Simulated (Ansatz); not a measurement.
Effect of biaxial strain −0.55 %, plane normal [001], relaxed out of plane on hypothetical zinc blende ScBi

The reference is ScBi in the zinc blende structure (space group F-43m, No. 216; a = 6.641 Å; a hypothetical phase, not in the database extracts checked). Axes: x, y, z lie along the cube axes.

It is then changed as follows: compressive biaxial strain of 0.55 % in the plane normal to [001], as in epitaxy on a mismatched substrate; the out-of-plane cell vector and the atoms relax.

The values are results of DFT with PBEsol, PAW potentials and a 420 eV plane-wave cutoff in Ansatz (an electronic-structure program), no spin-orbit coupling, not measurements. Settings: 12×12×12 k-points, 0.05 eV Fermi–Dirac smearing.

```json
[
 {"quantity": "volume per atom", "base": "36.61 Å³", "changed": "36.57 Å³", "shift": "-0.033 Å³"},
 {"quantity": "space group", "base": "F-43m (No. 216)", "changed": "I-4m2 (No. 119)", "shift": "–"},
 {"quantity": "shortest interatomic distance", "base": "2.876 Å", "changed": "2.875 Å", "shift": "-0.001 Å"},
 {"quantity": "energy relative to the base (free energy F)", "base": "0 meV/atom", "changed": "0.0 meV/atom", "shift": "0.0 meV/atom"},
 {"quantity": "pressure (mean of the normal stresses, compression positive)", "base": "0.00 GPa", "changed": "0.03 GPa", "shift": "+0.03 GPa"},
 {"quantity": "band gap", "base": "1.30 eV", "changed": "1.23 eV", "shift": "-0.062 eV"},
 {"quantity": "gap character", "base": "–", "changed": "direct at M", "shift": "–"},
 {"quantity": "electron mass", "base": "1.7 mₑ along k, 2.3 mₑ across (at X)", "changed": "1.6 mₑ along k, 2.0 mₑ across (at X)", "shift": "–"},
 {"quantity": "valley order (the lowest conduction-band minima on the path, energy above the VBM, named in the base's zone)", "base": "X along ⟨100⟩ 1.30 eV; a point along ⟨110⟩, about 0.5 Å⁻¹ from Γ 2.00 eV; a point along ⟨111⟩, about 0.4 Å⁻¹ from Γ 2.13 eV", "changed": "X along [001] 1.23 eV; X along [010] 1.26 eV; a point along [110], about 0.5 Å⁻¹ from Γ 1.96 eV; a point along [111], about 0.3 Å⁻¹ from Γ 2.08 eV", "shift": "–"},
 {"quantity": "out-of-plane strain", "base": "–", "changed": "+1.02 %", "shift": "–"},
 {"quantity": "mean in-plane stress (compression positive)", "base": "–", "changed": "0.0 GPa", "shift": "–"}
]
```

With Bi present, leaving out spin-orbit coupling can change the band edges. Masses are band curvatures over ±0.01 Å⁻¹ around the edge. Along k means along the line from Γ to the band edge. Whether these cells are dynamically stable was not tested. All final runs are without spin polarisation. k-point labels follow each cell's own Brillouin zone.
